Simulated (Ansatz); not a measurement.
**Effective masses and thermopower of CdTe under load (space group F-43m)**

```yaml
crystal:
  lattice:
    - [0.00000, 3.28818, 3.28818]
    - [3.28818, 0.00000, 3.28818]
    - [3.28818, 3.28818, 0.00000]
  atoms:
    - { symbol: Cd, position: [0.00000, 0.00000, 0.00000] }
    - { symbol: Te, position: [0.25000, 0.25000, 0.25000] }
```

Level of theory: PBE with spin-orbit coupling, rigid bands (plane waves, PAW; Ansatz, a program for electronic structure). Condition of this run: hydrostatic pressure of -1.5 GPa (compression positive) (the target of the relaxation). How the cell was made: cell and atoms relaxed with PBEsol, then loaded as said.

| Quantity | Value |
|---|---|
| band gap | 0.38 eV |
| hole conductivity mass (300 K, dilute) | 0.59 mₑ |
| effective density of states N_v (300 K) | 1.9e19 cm⁻³ |
| density-of-states mass, holes | 0.84 mₑ |
| Seebeck coefficient, p-type 1e19 cm⁻³, 300 K | 275 μV/K |
| best p-type power factor at 300 K for τ = 10 fs (best axis; densities from 1e16 to 1e21 cm⁻³ tried, whether or not they can be reached) | 5.4 μW/(cm·K²) at 1e20 cm⁻³ |

Rigid bands; masses and Seebeck coefficients take one relaxation time τ for all states and one kind of carrier; polarons and phonon drag are left out. Geometry: cell and atoms relaxed with PBEsol.
